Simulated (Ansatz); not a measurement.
System: interstitial H in hcp Os (neutral cell). Method: PBE, PAW (plane waves to 420 eV; Ansatz, an electronic-structure program).

Settings: 36 host sites, the relaxed PBE lattice, a 2×2×2 k-point mesh shifted by half a step along c, smearing 0.10 eV, spin-restricted, no image-charge correction. Static, classical nuclei. Spin-orbit coupling is left out. Sites that were not tried may lie lower.

Barriers: single points on a 4×4×3 k-point mesh shifted by half a step along c at the bands' geometries.

The step: one H atom jumps by itself; the atom moves 2.17 Å along (0.00, 0.00, -0.50) of the unit cell; the moving atom starts with neighbours 4 Os at 1.96, 2 Os at 1.97 Å and ends with 4 Os at 1.96, 2 Os at 1.97 Å.

Question: What is the computed migration barrier of this step (PBE, PAW)?

Answer: 0.43 eV, the same both ways. At the saddle the moving atom has neighbours 3 Os at 1.69 Å. The check of the saddle point's order was inconclusive, and it lies on a symmetry element of the cell, where a band can be held.
